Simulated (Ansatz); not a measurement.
Take BAs in the zinc blende structure (space group F-43m, No. 216; a = 4.768 Å) as the base. Axes: x, y, z lie along the cube axes.

The values are results of PBEsol (Ansatz, a first-principles code, PAW, no spin-orbit coupling), earlier PAW set, not measurements.

Now apply this change: tensor shear ε_yz = −3.68 % (engineering shear γ = -0.0736), atoms relaxed at fixed cell.

Predict the stress tensor and what it implies for the stiffness.

Stress of the strained cell less that of the base (GPa, compression positive):
```
  -0.13    0.00    0.00
   0.00    0.89   11.09
   0.00   11.09    0.89
```

Then −Δσ/γ with γ = 2ε = -0.0736 gives secant stiffness values (nonlinear terms included at this strain): C44 ≈ 151 GPa.

As a check, the harmonic strain energy −½ V₀ Δσ:ε is 35 meV/atom; the computed energy rise is 35 meV/atom.

Whether these cells are dynamically stable was not tested.
